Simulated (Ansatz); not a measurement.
H on graphene, one in a 3x3 cell, energies for each (47.4 Å²). Energies are against ½ H2(g), without zero-point or thermal terms; each row is named by its start.

Calculation: PBE (plane waves to 420 eV, PAW; Ansatz, an electronic-structure program).

Slab: 19 atoms; k 4x4x1, smearing 0.05 eV, dipole-corrected; 1 atoms held, the rest relaxed; each run with such symmetry as its start has; spin-polarised, no spin-orbit, no U, no dispersion correction.

A negative adsorption energy means that the adsorbate is more stable on the surface than in its reference. Heights count from the host atoms within 0.3 Å of the top one.

| starting site | E_ads (eV) | height (Å) | nearest host atom (Å) | bonded to | Δ work function (eV) | lateral drift (Å) | moment (μB) |
|---|---|---|---|---|---|---|---|
| top C | 1.47 | 1.13 | C 1.13 | C | -0.36 | 0.0 | 1.0 |
| hollow beside C | 1.47 | 1.13 | C 1.13 | C | -0.36 | 0.7 | 1.0 |
| hollow C-C-C-C-C-C (the adsorbate is not bonded to the surface) | 2.26 | 3.50 | C 3.78 | none within bonding distance | 0.01 | 0.0 | 1.0 |
